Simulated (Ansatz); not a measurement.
## By hand: formation energy of the neutral 3 Ga_Si in Si (diamond, Fd-3m)

Subject: the formation energy of the neutral 3 Ga_Si in Si (diamond, Fd-3m). Reaction: 3 Ga (Cmce) + 61 Si (diamond) → cell A.

A: a supercell of 64 sites of Si (diamond, Fd-3m) with Ga on a Si site (4 Si at 2.40 Å); two times Ga on a Si site (4 Si at 2.40–2.43 Å); the closest two of these centres are 4.5 Å apart, the farthest 6.0 Å; an odd number of electrons; spin state with PBE: no moments.

Setting: static, neutral cells in Ansatz (PAW) whose structures rest at the PBE level. Ansatz (a quantum-chemistry and plane-wave program) runs with its PAW set soft_1. Other levels take these structures. The lattices are those relaxed with PBE, so at other levels the solids can be strained. Larger cells are relaxed from a start prepared with the learned potential CHGNet till forces fall under 0.03 eV/Å, which some starts already meet. A dispersion term (D3(BJ), or D4 for r2SCAN) was computed beside these levels and is taken off wherever the name lacks it. Space groups of crystals are read within 0.01 Å. The cell is small for its defects, so this is an ordered compound on the host's lattice rather than an isolated defect.

Total energies of the cells in eV, at zero smearing width. They compare only within one column; the weights balance every element.

```tsv
cell	atoms	weight	r2SCAN
A: Si:3 Ga_Si	64	+1	-50351.70064
Ga (Cmce)	4	−3/4	-15161.04051
Si (diamond)	64	−61/64	-40900.03559
```

r2SCAN: (-50351.70064) − 3/4 × (-15161.04051) − 61/64 × (-40900.03559) = 1.926 eV.
